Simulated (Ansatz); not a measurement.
Ge (R-3, No. 148, 8 atoms in the cell; start mp-128; another form than the element's usual one) was calculated with PBEsol (Ansatz, an electronic-structure program, PAW).

From the output:

```
Crystal: 8 atoms, lattice volume = 164.010 Å³
Basis set: ecut = 520 eV, 4405 PW (Γ), exchange–correlation on 90×90×90 points (8 copies of the dense FFT grid, shifted against one another)
Bands: 68, of which v1, the nominal top of the filled ones, is band 56 counted from 1 (55 counted from 0)
Symmetry: 6 space group operations
Space group: R-3 (ITA 148), of the structure as read, at distance tolerance 5.5e-5 Å
k-points: 294 of 1728
Functional: x = pbesol(κ = 0.804, μ = 0.12345679012345678), c = pbesol(β = 0.046)
SCF iter   1: F=—  HF=-34027.080800 eV  |F-HF|=—  |Δ(HF+E_count)|=         —  Δρ=2.33e-3  dr2=8.94e-3
SCF iter   2: F=—  HF=-34027.073876 eV  |F-HF|=—  |Δ(HF+E_count)|=   6.92e-3  Δρ=1.49e-3  dr2=3.93e-3
  ...
SCF iter   9: F=—  HF=-34027.073132 eV  |F-HF|=—  |Δ(HF+E_count)|=   1.30e-8  Δρ=9.91e-7  dr2=3.19e-9
SCF iter  10: F=-34027.073132 eV  HF=-34027.073132 eV  |F-HF|=8.00e-11  |Δ(HF+E_count)|=  3.78e-10  Δρ=2.49e-7  dr2=1.80e-10
SCF 1 converged in 10 iterations: F = -34027.073132 eV  dr2 = 1.80e-10
SCF converged after 10 iterations
Free energy (F): -34027.073132 eV
Internal energy: -34027.063946 eV  (E = F + TS)
E sigma→0 (E₀):  -34027.068539 eV
Fermi energy:    9.597160 eV
--- Forces (eV/Å), atoms counted from 1 ---
  atom   1  Ge    -0.00000000     0.00000000    -0.00193129
  atom   2  Ge     0.00000000    -0.00000000     0.00193129
  atom   3  Ge    -0.00056613     0.00188048     0.00124823
  atom   4  Ge     0.00056613    -0.00188048    -0.00124823
  atom   5  Ge    -0.00134548    -0.00143052     0.00124823
  atom   6  Ge     0.00134548     0.00143052    -0.00124823
  atom   7  Ge     0.00191161    -0.00044995     0.00124823
  atom   8  Ge    -0.00191161     0.00044995    -0.00124823
--- Stress (GPa, compression-positive) ---
        0.001897       0.000000      -0.000000
       -0.000000       0.001897      -0.000000
       -0.000000      -0.000000       0.004378
  P = ⅓ Tr σ = 0.0027 GPa (0.027 kbar)
```

Task: Write an input file that could have produced this run (the log leaves some choices open).

Result: One answer among several that fit: 
Ansatz 0.2 input:
```yaml
crystal:
  lattice:
    - [4.9250827475, 2.8434976864, 1.9518803411]
    - [-4.9250827475, 2.8434976864, 1.9518803411]
    - [0.0, -5.6869958636, 1.9518796261]
  atoms:
    - { symbol: Ge, position: [0.7161369936, 0.7161369936, 0.7161369936] }
    - { symbol: Ge, position: [0.2838630064, 0.2838630064, 0.2838630064] }
    - { symbol: Ge, position: [0.030454674, 0.7262127296, 0.5340404122] }
    - { symbol: Ge, position: [0.969545326, 0.2737872704, 0.4659595878] }
    - { symbol: Ge, position: [0.5340404122, 0.030454674, 0.7262127296] }
    - { symbol: Ge, position: [0.4659595878, 0.969545326, 0.2737872704] }
    - { symbol: Ge, position: [0.7262127296, 0.5340404122, 0.030454674] }
    - { symbol: Ge, position: [0.2737872704, 0.4659595878, 0.969545326] }
basis:
  ecutwfc: 520
  ecutrho_ratio: 4
  xc_grid: 2
kpoints:
  mp_grid: { grid: [12, 12, 12] }
hamiltonian:
  xc: pbesol
  dispersion: none
  pseudopotentials: { kind: paw }
scf:
  occupations: { method: fermi_dirac, width: 0.05 }
  convergence: { dr2_threshold: 0.0000000008 }
output:
  forces: true
  stress: true
  eigenvalues: true
```

The PAW data were made under PBE.

Computing time: very roughly 5 core-minutes.

A start named mp-… is a Materials Project structure, which need not be a measured phase.
